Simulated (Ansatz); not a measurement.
The starting structures come from a database of crystals and need not be the phases stable at ambient conditions.

Given:

```yaml
crystal:
  lattice:
    - [3.83432, 0.00000, 0.00000]
    - [-1.91716, 3.32062, 0.00000]
    - [1.91716, 1.10687, 3.06856]
  atoms:
    - { symbol: Cu, position: [0.02542, 0.01271, 0.96187] }
    - { symbol: Cl, position: [0.50860, 0.75430, 0.73710] }
```

The cell is taken as given; by PBEsol it stands under a pressure of -3.0 GPa.

Transport runs along the normal of the first two printed cell vectors, the (001) plane of the conventional cell.

The gap is the functional's own, uncorrected, and κ follows it; spin-orbit coupling is left out. Mid-gap means the computed energy nearest the middle.

Problem. Predict the band gap and the smallest decay constant κ at mid-gap from Ansatz (a first-principles code) with PBEsol.

Solution. Gap 0.43 eV on a 12×12×12 mesh; κ = 0.098 1/Å, at the zone centre.
